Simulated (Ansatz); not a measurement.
The parent structure is CdSe in the zinc blende structure (space group F-43m, No. 216; a = 6.082 Å).

One thing is altered: the cell is scaled by 1.0146 in all directions; the atoms relax in the strained cell.

Levels (all Ansatz, a quantum-chemistry and plane-wave program, PAW): PBEsol (420 eV, no SOC); PBEsol+SOC (420 eV, spin-orbit coupling included).

The geometry is relaxed with PBEsol.

- PBEsol band gap = 0.40 eV
- PBEsol gap character = direct at Γ
- PBEsol valence-band top at Γ = 0.00, 0.00, 0.00 eV

### Question
Predict the band gap, gap character, valence-band top at Γ and hole mass from PBEsol+SOC.

### Answer
The band gap shrinks by 0.12 eV to 0.28 eV; the gap character stays direct at Γ; the valence-band top at Γ (three highest Kramers pairs, from the VBM) changes from 0.00, 0.00, 0.00 eV to 0.00, 0.00, -0.37 eV; the hole mass (degenerate bands, along [100]) comes out as 0.044, 0.67 mₑ (at Γ). The threefold valence maximum splits by Δso ≈ 0.37 eV.

Single points use the geometry relaxed with PBEsol. Differences between runs with and without spin-orbit coupling are approximate. Masses are band curvatures over ±0.01 Å⁻¹ around the edge. Stability against distortions was not tested. A zero or small gap of CdSe under isotropic strain +1.46 % can be the functional's error rather than a property of the material.
